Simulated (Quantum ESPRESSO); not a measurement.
# How a calculation on YbBPd3 (Pm-3m, 5 atoms in the cell) responds to its settings

```
CELL_PARAMETERS angstrom
      4.26611     0.00000     0.00000
      0.00000     4.26611     0.00000
      0.00000     0.00000     4.26611
ATOMIC_POSITIONS crystal
  Yb 0.00000 0.00000 0.00000
  B  0.50000 0.50000 0.50000
  Pd 0.50000 0.00000 0.50000
  Pd 0.00000 0.50000 0.50000
  Pd 0.50000 0.50000 0.00000
```

Base run A: PBEsol, SSSP 1.1.2 efficiency (PBE) pseudopotentials run with Quantum ESPRESSO 7.5, self-consistent single point.

Its settings: ecutwfc = 60 Ry; ecutrho = 480 Ry; occupations = smearing; smearing = cold; degauss = 0.0099958 Ry; input_dft = pbesol; potentials = {Yb: Yb.GGA-PBE-paw-v1.0.UPF, B: b_pbe_v1.4.uspp.F.UPF, Pd: Pd_ONCV_PBE-1.0.oncvpsp.upf}; K_POINTS = automatic 5 5 5 0 0 0; conv_thr = 1e-11 Ry.

The starting cell comes from a database of computed structures (which also holds hypothetical and non-ambient phases and stackings), without a prior relaxation at this level. Its lattice was rescaled by a random factor within 2.5 % of one. Spin polarisation is off. In the base run, with a pressure of about -3 GPa the cell is away from its equilibrium volume at this level.

ΔF is the free energy per atom less that of run A. 

Runs:
- B: smearing: cold → gauss; degauss: 0.0099958 Ry → 0.0036749 Ry
- C: smearing: cold → gauss; degauss: 0.0099958 Ry → 0.0147 Ry
- D: smearing: cold → fd; degauss: 0.0099958 Ry → 0.0073499 Ry
- E: smearing: cold → fd; degauss: 0.0099958 Ry → 0.0147 Ry
- F: smearing: cold → mp; degauss: 0.0099958 Ry → 0.0073499 Ry
- G: smearing: cold → mp; degauss: 0.0099958 Ry → 0.02205 Ry
- H: degauss: 0.0099958 Ry → 0.0147 Ry
- I: occupations: smearing → tetrahedra_opt; smearing: cold → default; degauss: 0.0099958 Ry → default

```tsv
run	ΔF (meV/atom)	pressure (GPa)
A	0.00	-3.01
B	-24.9	-2.84
C	-39.7	-2.70
D	-51.2	-2.64
E	-110.4	-2.50
F	-19.4	-2.95
G	-6.8	-2.80
H	13.6	-2.94
I	-19.0	-2.78
```

Run G against A: The free energy goes down by 6.8 meV/atom and the pressure goes from -3.01 to -2.80 GPa.

Run B against A: The free energy falls by 24.9 meV/atom and the pressure goes from -3.01 to -2.84 GPa.

Run I against A: The free energy goes down by 19.0 meV/atom and the pressure goes from -3.01 to -2.78 GPa.

Left out of this page: 1 run of the series unsound by tests on forces, stress, charge or solver warnings.
